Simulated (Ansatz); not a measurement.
O interstitial in rock-salt MgO (start: void with 4Mg4O nearest; 64-site cell, 2×2×2 shifted sampling). The numbers are results of PBE, PAW (plane waves to 420 eV; Ansatz, a first-principles code), not measurements. Total energies of the localised charge states, counted from that of charge 0, and their image corrections (point charge with alignment); the host's valence-band maximum lies at 7.775 eV on the cells' energy zero and its gap is 4.46 eV.

```csv
charge,moment (μB),E − E(first) (eV),correction (eV)
0,0.0,0.000,0.023
−1,1.0,11.481,0.116
−2,not spin-polarised,22.203,0.545
```

**Question.** Derive the transition levels above the valence-band maximum and say which of them are thermodynamic.

**Answer.** A level is the Fermi energy at which two charges have equal formation energy: ε(q/q′) = [E(q′) + corr(q′) − E(q) − corr(q)] / (q − q′) − E_VBM.
ε(0/−1) = [(11.481 + 0.116) − (0.000 + 0.023)] / 1 − 7.775 = 3.80 eV
ε(−1/−2) = [(22.203 + 0.545) − (11.481 + 0.116)] / 1 − 7.775 = 3.38 eV
Charge −1 lies above the lower envelope where its neighbours cross, so the level that counts is ε(0/−2) = [(22.203 + 0.545) − (0.000 + 0.023)] / 2 − 7.775 = 3.59 eV.
Thermodynamic levels at least 0.1 eV inside the gap: (0/−2) at 3.59 eV. They hold to tenths of an eV in this cell. Only the charges listed were compared. At charge +1 the carrier sat in host band states, shallow at most. The geometries come from one start. Flagged in the runs: a doubtful potential alignment, a strain field that reaches the edge of the cell.
